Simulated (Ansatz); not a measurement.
## ZrO2, pressure series

The reference is ZrO₂ (space group P4_2/nmc, No. 137; a = 3.6210 Å, c = 5.2828 Å).

Cell and atoms are relaxed at each pressure.

The values are results of PBE in Ansatz (plane waves to 420 eV, PAW, without spin-orbit coupling), not measurements.

| P (GPa) | V (Å³/atom) |
|---|---|
| -2.00 | 11.700 |
| -1.00 | 11.621 |
| 0.90 | 11.480 |
| 2.10 | 11.397 |
| 4.49 | 11.243 |
| 8.99 | 10.987 |
| 14.99 | 10.696 |
| 29.99 | 10.125 |

Problem. Fit a third-order Birch–Murnaghan equation of state.

Solution. Least squares on P(V) = (3B₀/2)[(V₀/V)^(7/3) − (V₀/V)^(5/3)]·[1 + (3/4)(B₀′ − 4)((V₀/V)^(2/3) − 1)] gives V₀ = 11.55 Å³/atom, B₀ = 158 GPa and B₀′ = 5.7.

Load acts through the strain it causes; cell and atoms are relaxed under it. No phonon test of stability was made. No other phases were tried under pressure. This is not the structure that ZrO2 has at room temperature and ambient pressure.

Ansatz is a first-principles code.
